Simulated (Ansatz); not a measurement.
Output of an Ansatz run (abridged):

```
WARN ansatz: RAYON_NUM_THREADS=1 ignored (pool sized by the plan → 1); use --threads N
Pseudopotentials: kind: paw
Pseudopotential: Ga, paw, valence charge 13
Pseudopotential: N, paw, valence charge 5
Crystal: 2 atoms, lattice volume = 22.742 Å³
Basis set: ecut = 420 eV, 459 PW (Γ), exchange–correlation on 48×48×48 points (8 copies of the dense FFT grid, shifted against one another)
Bands: 13, of which v1, the nominal top of the filled ones, is band 9 counted from 1 (8 counted from 0)
Symmetry: 24 space group operations
Space group: F-43m (ITA 216), of the structure as read, at distance tolerance 2.8e-5 Å
k-points: 35 of 729 (time reversal used)
Initial density: superposition of atomic densities (neutral atoms: chi_scale 0, normalization atom), corrected by the library's trained network
Initial wavefunctions: pseudopotential atomic-orbital guess
Eigensolver: davidson
Functional: x = pbe(κ = 0.804, μ = 0.2195149727645171), c = pbe(β = 0.06672455060314922)
SCF iter   1: F=—  HF=-4167.892604 eV  |F-HF|=—  |Δ(HF+E_count)|=         —  Δρ=6.29e-4  dr2=2.82e-5  ethr=1.77e-3  ⟨swp⟩=5.1  Hψ=2420  notcnv=0
all-band conjugate gradients solve this SCF's bands
preconditioner: auto → none
SCF iter   2: F=—  HF=-4167.892912 eV  |F-HF|=—  |Δ(HF+E_count)|=   3.08e-4  Δρ=3.39e-4  dr2=8.71e-6  ethr=1.56e-7  ⟨swp⟩=2.8  Hψ=1098  notcnv=0
SCF iter   3: F=—  HF=-4167.892954 eV  |F-HF|=—  |Δ(HF+E_count)|=   4.22e-5  Δρ=1.29e-4  dr2=1.30e-6  ethr=4.84e-8  ⟨swp⟩=2.0  Hψ=740  notcnv=0
SCF iter   4: F=—  HF=-4167.892962 eV  |F-HF|=—  |Δ(HF+E_count)|=   8.07e-6  Δρ=2.33e-5  dr2=1.01e-7  ethr=7.21e-9  ⟨swp⟩=2.0  Hψ=770  notcnv=0
iter 5 did not close the SCF: its close was put off for the readings that it lacked (scf_convergence_deferred on its scf_iter line)
SCF iter   5: F=-4167.892962 eV  HF=-4167.892962 eV  |F-HF|=1.24e-9  |Δ(HF+E_count)|=   5.18e-8  Δρ=1.04e-5  dr2=9.19e-9  ethr=5.61e-10  ⟨swp⟩=2.0  Hψ=770  notcnv=0
SCF iter   6: F=-4167.892962 eV  HF=-4167.892962 eV  |F-HF|=4.55e-11  |Δ(HF+E_count)|=   4.38e-9  Δρ=1.50e-6  dr2=1.89e-10  ethr=5.10e-11  ⟨swp⟩=2.0  Hψ=1519  notcnv=0
SCF 1 converged in 6 iterations: F = -4167.892962 eV  dr2 = 1.89e-10
SCF converged after 6 iterations
Free energy (F): -4167.892962 eV
Harris-Foulkes:  -4167.892962 eV  (|F-HF|=4.55e-11)
Internal energy: -4167.892962 eV  (E = F + TS)
E sigma→0 (E₀):  -4167.892962 eV
Fermi energy:    10.637627 eV
--- Per-component energies (eV) ---
  E_band       = -4.085926
  E_kinetic    = 247.398428
  E_local      = -1944.916165  (includes V_loc(G=0)·N_el)
  E_nonlocal   = 474.327392
  E_hartree    = 895.271493
  E_xc         = -128.917659
  E_vxc        = -134.293668  (∫ρ·V_xc dr)
  E_paw        = -2120.232708  (= ΣΔE_a)
  E_vpaw       = -437.144446  (= ΣTr[D̂ρ^β])
  E_aug_tail   = 0.000127  (compensation charges beyond the density's cutoff)
  E_ewald      = -1590.823869
  E_smearing   = -0.000000  (= −TS)
  E_closure    = -0.000000  (closes the sum)
  Σ components = -4167.892962   (vs F -4167.892962, Δ=0.00e0)
--- Forces (eV/Å), atoms counted from 1 ---
  atom   1  Ga     0.00000000    -0.00000000    -0.00000000
  atom   2  N     -0.00000000     0.00000000     0.00000000
  max |Σ_I F_I| component: 1.85e-17 eV/Å
--- Stress (GPa, compression-positive) ---
        6.286394       0.000000      -0.000000
       -0.000000       6.286394       0.000000
       -0.000000       0.000000       6.286394
  P = ⅓ Tr σ = 6.2864 GPa (62.864 kbar)
  The stress holds the Pulay correction. Without it, at fixed plane waves, as pw.x and ABINIT print it: P = 5.7700 GPa
--- Band table (eV; the first three rows and the last of 35) ---
  k-point 0: bands = ["-6.2382", "-3.7458", "-3.7458", "-3.7458", "-3.4223", "-3.4223", "9.7476", "9.7476", "9.7476", "11.5055", "20.0993", "20.0993", "20.0993"]
  k-point 1: bands = ["-6.1030", "-3.7290", "-3.7290", "-3.6961", "-3.4238", "-3.4238", "8.4623", "9.6172", "9.6172", "12.4902", "19.5088", "20.2959", "20.2959"]
  k-point 2: bands = ["-5.7798", "-3.6927", "-3.6927", "-3.4765", "-3.4207", "-3.4207", "6.4087", "9.3084", "9.3084", "13.6354", "18.6918", "20.5500", "20.5500"]
  k-point 34: bands = ["-5.1667", "-3.6020", "-3.5662", "-3.4261", "-3.4038", "-1.5269", "3.9914", "5.8303", "6.6095", "15.9336", "17.9996", "19.7800", "21.4256"]
```

The structure:

```xyz
2
Lattice="0.0000 2.2487 2.2487 2.2487 0.0000 2.2487 2.2487 2.2487 0.0000" Properties=species:S:1:pos:R:3 pbc="T T T"
Ga     0.0000     0.0000     0.0000
N      1.1243     1.1243     1.1243
```

### Question
Write an input that gives this output.

### Answer
Other spellings and defaults could give the same log, and not every line can be read from it. The input that was run (DFT, PBE, plane waves, default PAW files):

Ansatz 0.2 input:
```yaml
crystal:
  lattice:
    - [0.000000, 2.248700, 2.248700]
    - [2.248700, 0.000000, 2.248700]
    - [2.248700, 2.248700, 0.000000]
  atoms:
    - { symbol: Ga, position: [0.000000, 0.000000, 0.000000] }
    - { symbol: N, position: [0.250000, 0.250000, 0.250000] }
basis:
  ecutwfc: 420.0 eV
kpoints:
  mp_grid: { grid: [9, 9, 9] }
hamiltonian:
  xc: pbe
  pseudopotentials: { kind: paw }
scf:
  occupations: { method: fermi_dirac, width: 0.02 eV }
output:
  forces: true
  eigenvalues: true
  stress: true
```

The starting cell has typed, rounded lattice constants, without a prior relaxation at this level. Its lattice was rescaled by up to half a per cent. With a pressure of about 6 GPa the cell is away from its equilibrium volume at this level. Ansatz's pressure includes its estimate of the finite-basis (Pulay) stress. Without the estimate this run gives 5.77 GPa.

Ansatz is a first-principles code.
